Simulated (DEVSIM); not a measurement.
Structure: abrupt Si n-p junction, at 300 K.

Layer 1 from the left is Si, thickness (μm) 10.0, Nd (cm⁻³) 4e16, τn (s) 1.5e-7, τp (s) 1.5e-7. Layer 2 from the left is Si, thickness (μm) 2.00, Na (cm⁻³) 3.1e16, τn (s) 1.5e-7, τp (s) 1.5e-7.

Left contact: ohmic. Right contact: ohmic. Voltage is applied to the left contact. Recombination: SRH at mid-gap, radiative, Auger. Mobility is μmin + (μ − μmin)/(1 + (N/Nref)^α).

The device is made up for the run: typed textbook-type constants, with dimensions and the other settings drawn at random. Values at 300 K.

Si: gap (eV) 1.124, affinity (eV) 4.05, permittivity 11.7, Nc (cm⁻³) 2.86e19, Nv (cm⁻³) 3.1e19, μn (cm²/Vs) 1417, μp (cm²/Vs) 470, μn,min 52, μp,min 45, Nref,n 9.7e16, Nref,p 2.2e17, αn 0.68, αp 0.72, B (cm³/s) 4.7e-15, Cn (cm⁶/s) 2.8e-31, Cp (cm⁶/s) 9.9e-32.

Problem. Estimate by hand the built-in potential, the peak field at zero bias, the capacitance at 4 V, and compare with a numerical solution.

Solution. 
- Built-in potential: ni = √(Nc Nv) exp(−Eg/2kT) = 1.08e10 cm⁻³ with Eg = 1.124 eV; Vbi = kT/q ln(Na Nd/ni²) = 0.776 V; numerical 0.776 V.
- Peak field at zero bias: depletion approximation: W = √(2εVbi/(qN)) = 0.240 μm with N = 1.75e16 cm⁻³; field = 2Vbi/W = 64700 V/cm; numerical 62500 V/cm (estimate above by 3.5 %).
- Capacitance at 4 V: C = √(qεN / 2(Vbi + |V|)) = 17.4 nF/cm²; numerical 17.5 nF/cm² (estimate below by 0.55 %).

Simulated with DEVSIM: 1D drift-diffusion, Boltzmann statistics, complete ionisation; no tunnelling, impact ionisation, image-force lowering or self-heating.
